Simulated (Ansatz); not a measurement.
The cell is built on a prototype and need not be the phase stable at ambient conditions.

Inside the gap of an insulator the Bloch states are evanescent, with a wavenumber k + iκ along the transport direction.

Consider the following.

```
CELL_PARAMETERS angstrom
      3.20002     0.00000     0.00000
      0.00000     7.62315     0.00000
      1.60001     0.00000     2.77130
ATOMIC_POSITIONS crystal
  B  0.33333 0.75000 0.33333
  B  0.66667 0.25000 0.66667
  P  0.33333 0.25000 0.33333
  P  0.66667 0.75000 0.66667
```

Space group of this cell: P6_3/mmc. The cell was relaxed by PBE-D3(BJ); by r2SCAN its mean pressure is 1.1 GPa.

Transport runs along the normal of the first two printed cell vectors.

The gap is the functional's own. No spin-orbit coupling. Mid-gap values are interpolated on the energy grid.

Problem. Predict the band gap and the smallest decay constant κ at mid-gap from r2SCAN (Ansatz, an electronic-structure program).

Solution. Gap 0.75 eV on a 12×4×12 mesh; κ = 0.098 1/Å, at (0.300, 0.000) of the in-plane reciprocal vectors. At the zone centre, at the nearest computed energy, the slowest state has κ = 0.14 1/Å.
